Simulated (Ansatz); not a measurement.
The starting structures come from a database of crystals and need not be the phases stable at ambient conditions.

By PBEsol, the system below comes out a metal.

Without scattering a metal conducts by its projected Fermi surface.

Input:

```yaml
crystal:
  lattice:
    - [3.16079, 0.00000, 0.00000]
    - [0.00000, 5.85308, 0.00000]
    - [1.58039, 2.92654, 2.98705]
  atoms:
    - { symbol: In, position: [0.40234, 0.50000, 0.00000] }
    - { symbol: Sb, position: [0.84849, 0.00000, 0.00000] }
```

Space group of this cell: Imm2. The cell is strained (lengths along the current scaled by 0.97, ions clamped); by PBEsol its mean pressure is -1.6 GPa.

The current flows along the normal of the first two printed cell vectors. No spin-orbit coupling; the value is a mean over 0.1 eV about the Fermi level.

Question: State the ballistic conductance per area according to PBEsol (Ansatz, a quantum-chemistry and plane-wave program).

Answer: 0.65 × 10¹⁵ S/m² for both spins.
